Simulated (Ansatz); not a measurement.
A self-consistent single point of ZrOs (P4mm, 2 atoms in the cell) with Ansatz (a first-principles code).

Method: PBEsol, default PAW files made with PBE (plane waves; Ansatz).

The change in words: lattice scaled by 0.98; kpoints.mp_grid.grid: 10 10 10 → 29 29 29. Reference geometry:
```
ZrOs
1.0
    3.28632     0.00000     0.00000
    0.00000     3.28632     0.00000
    0.00000     0.00000     3.28632
Zr Os
1 1
Direct
  0.50000   0.50000   0.51521
  0.00000   0.00000   0.00000
```

Reference input (self-consistent single point, DFT, PBEsol, plane waves, default PAW files made with PBE): basis.ecutwfc = 420 eV; kpoints.mp_grid.grid = 10 10 10; hamiltonian.xc = pbesol; hamiltonian.pseudopotentials = {kind: paw} (the program's default PAW files); scf.occupations.method = gaussian; scf.occupations.width = 0.1 eV. This run's input differs from it in these lines:

Ansatz 0.2 input:
```diff
@@ -2,7 +2,7 @@
   lattice:
-    - [3.28631900, 0.00000000, 0.00000000]
-    - [0.00000000, 3.28631900, 0.00000000]
-    - [0.00000000, 0.00000000, 3.28631900]
+    - [3.22059300, 0.00000000, 0.00000000]
+    - [0.00000000, 3.22059300, 0.00000000]
+    - [0.00000000, 0.00000000, 3.22059300]
   atoms:
-    - { symbol: Zr, position_ang: [1.64315950, 1.64315950, 1.69316084] }
+    - { symbol: Zr, position_ang: [1.61029650, 1.61029650, 1.65929782] }
     - { symbol: Os, position_ang: [0.00000000, 0.00000000, 0.00000000] }
@@ -12,3 +12,3 @@
   mp_grid:
-    grid: [10, 10, 10]
+    grid: [29, 29, 29]
 hamiltonian:
```

Log, with long lists cut:

```
SCF iter   1: F=—  HF=-15380.720410 eV  |F-HF|=—  |Δ(HF+E_count)|=         —  Δρ=3.03e-3  dr2=8.13e-4  ethr=1.77e-3  ⟨swp⟩=4.0  Hψ=130855  notcnv=0
all-band conjugate gradients solve this SCF's bands
preconditioner: auto → none
SCF iter   2: F=—  HF=-15380.721115 eV  |F-HF|=—  |Δ(HF+E_count)|=   7.06e-4  Δρ=1.72e-3  dr2=3.16e-4  ethr=2.90e-6  ⟨swp⟩=2.0  Hψ=57973  notcnv=0
SCF iter   3: F=—  HF=-15380.721152 eV  |F-HF|=—  |Δ(HF+E_count)|=   3.69e-5  Δρ=9.17e-5  dr2=2.05e-6  ethr=1.13e-6  ⟨swp⟩=2.1  Hψ=38786  notcnv=0
SCF iter   4: F=—  HF=-15380.721153 eV  |F-HF|=—  |Δ(HF+E_count)|=   4.54e-7  Δρ=3.49e-5  dr2=5.56e-7  ethr=7.32e-9  ⟨swp⟩=2.0  Hψ=55928  notcnv=0
iter 5 did not close the SCF: its close was put off for the readings that it lacked (scf_convergence_deferred on its scf_iter line)
SCF iter   5: F=-15380.721153 eV  HF=-15380.721153 eV  |F-HF|=8.12e-9  |Δ(HF+E_count)|=   1.61e-7  Δρ=8.00e-6  dr2=1.81e-8  ethr=1.99e-9  ⟨swp⟩=2.4  Hψ=50259  notcnv=0
SCF iter   6: F=-15380.721153 eV  HF=-15380.721153 eV  |F-HF|=8.73e-11  |Δ(HF+E_count)|=   1.83e-9  Δρ=2.22e-6  dr2=7.68e-10  ethr=6.46e-11  ⟨swp⟩=2.0  Hψ=105062  notcnv=0
SCF 1 converged in 6 iterations: F = -15380.721153 eV  dr2 = 7.68e-10
Free energy (F): -15380.721153 eV
Internal energy: -15380.718801 eV  (E = F + TS)
E sigma→0 (E₀):  -15380.719977 eV
Entropy (-TS):   -0.002351 eV (-1.176 meV/atom)
Fermi energy:    20.607027 eV
--- Forces (eV/Å), atoms counted from 1 ---
  atom   1  Zr     0.00000000     0.00000000    -0.43221053
  atom   2  Os    -0.00000000     0.00000000     0.43222754
--- Stress (GPa, compression-positive) ---
        5.973420       0.000000       0.000000
        0.000000       5.973420       0.000000
        0.000000       0.000000       5.854869
  P = ⅓ Tr σ = 5.9339 GPa (59.339 kbar)
  The stress holds the Pulay correction. Without it, at fixed plane waves, as pw.x and ABINIT print it: P = 5.8812 GPa
```

The run converged in 6 iterations. Against the reference run the free energy goes down by 3.5 meV/atom, the pressure goes from -7.62 to 5.93 GPa and the largest force goes from 0.346 to 0.432 eV/Å.

The starting cell comes from a database of computed structures (which also holds hypothetical and non-ambient phases and stackings), without a prior relaxation at this level. Its lattice was rescaled by up to half a per cent. One atom was moved a little off its site on purpose. For this run, on top of that: lattice scaled by 0.98. Spin polarisation is off. With a pressure of about 6 GPa the cell is away from its equilibrium volume at this level. Ansatz's pressure includes its estimate of the finite-basis (Pulay) stress.

Cost on one core of a shared machine: roughly 80 s.
